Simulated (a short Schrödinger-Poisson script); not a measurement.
System: gated Al0.33Ga0.67N/GaN polarisation-induced gas, at 300 K.

```tsv
layer	material	thickness (nm)	Na (cm⁻³)
1	Al0.33Ga0.67N	30	-
2	GaN	6000	1e14
```

Constants are typed, rounded textbook-type inputs, not results; the design itself was drawn at random and stands for no fabricated device. Al0.33Ga0.67N: permittivity 9.3, conduction-band edge (eV) 0.462, gap (eV) 4.09, electron mass (mₑ) 0.24, Nv at 300 K (cm⁻³) 4.6e19. GaN: permittivity 9.5, conduction-band edge (eV) 0, gap (eV) 3.43, Nv at 300 K (cm⁻³) 4.6e19.

Channel valleys (confinement mass, in-plane density-of-states mass, number): Γ 0.2, 0.2, 1. At the gate the conduction-band edge of layer 1 lies 1.27 eV − eVg above the Fermi level of the channel; the field vanishes at the back. Sheet of polarisation charge: +1.6e13 e/cm² at 30 nm from the gate. The barrier under the gate holds no holes. Gaps are held at their typed values at every temperature. Mesh 0.08 nm at interfaces.

From a short Schrödinger-Poisson script (our own, NumPy): 1D Poisson equation in equilibrium, electrons quantum, Hartree plus LDA exchange-correlation (BenDaniel-Duke, 40 states a valley, the channel's in-plane mass for all, wave functions free to enter the barrier), parabolic valleys, classical holes, full ionisation, no traps, pinning or gate leakage.

The same stack at other levels of the model or other numerical settings:

| run | sheet density of all electrons at Vg = 0.5 V (cm⁻²) | sheet density of all electrons at Vg = -5 V (cm⁻²) | capacitance at Vg = 0.5 V (μF/cm²) | centroid of the channel electrons at Vg = 0.5 V (nm) | rough cost against the base |
|---|---|---|---|---|---|
| base | 1.48e13 | 5.64e12 | 0.269 | 1.96 | about 1 |
| electrons treated as classical, Boltzmann | 1.51e13 | 5.81e12 | 0.272 | 0.93 | 0.01 |
| electrons treated as classical, Fermi-Dirac | 1.47e13 | 5.65e12 | 0.267 | 1.92 | 0.05 |
| mesh six times as coarse | 1.48e13 | 5.64e12 | 0.269 | 1.89 | 0.3 |
| one subband a valley | 1.47e13 | 5.63e12 | 0.268 | 1.53 | 0.3 |

The classical rows ignore confinement, and Boltzmann statistics overrate the density once the band edge passes the Fermi level.
